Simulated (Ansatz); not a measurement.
A computed series for BaZrO3: pressure series

The parent structure is BaZrO₃ in the cubic perovskite structure (space group Pm-3m, No. 221; a = 4.181 Å).

Cell and atoms are relaxed at each pressure.

All numbers come from DFT with PBEsol, PAW potentials and a 420 eV plane-wave cutoff in Ansatz (a first-principles code), no spin-orbit coupling.

Notes on the quantities. enthalpy: H = E + PV relative to the base's energy; band gap: an upper bound: an edge found on the path is not a true extremum; the base alone.

```json
[
 {"variant": "base", "enthalpy": "–", "band gap": "3.17 eV", "volume per atom": "14.61 Å³"},
 {"variant": "pressure −2 GPa", "enthalpy": "-0.18 eV/atom", "band gap": "3.15 eV", "volume per atom": "14.80 Å³"},
 {"variant": "pressure −1 GPa", "enthalpy": "-0.09 eV/atom", "band gap": "3.16 eV", "volume per atom": "14.70 Å³"},
 {"variant": "pressure 3 GPa", "enthalpy": "+0.27 eV/atom", "band gap": "3.21 eV", "volume per atom": "[?]"},
 {"variant": "pressure 7 GPa", "enthalpy": "+0.63 eV/atom", "band gap": "3.26 eV", "volume per atom": "14.05 Å³"},
 {"variant": "pressure 15 GPa", "enthalpy": "+1.31 eV/atom", "band gap": "3.33 eV", "volume per atom": "13.52 Å³"},
 {"variant": "pressure 30 GPa", "enthalpy": "+2.54 eV/atom", "band gap": "3.37 eV", "volume per atom": "[?]"},
 {"variant": "pressure 50 GPa", "enthalpy": "+4.08 eV/atom", "band gap": "3.28 eV", "volume per atom": "11.98 Å³"},
 {"variant": "pressure 100 GPa", "enthalpy": "+7.61 eV/atom", "band gap": "2.92 eV", "volume per atom": "10.71 Å³"}
]
```

### Question
Complete the table.

### Answer

- pressure 3 GPa, volume per atom: 14.36 Å³
- pressure 30 GPa, volume per atom: 12.75 Å³

Load acts through the strain it causes; cell and atoms are relaxed under it. Whether these cells are dynamically stable was not tested. No other phases were tried under pressure.
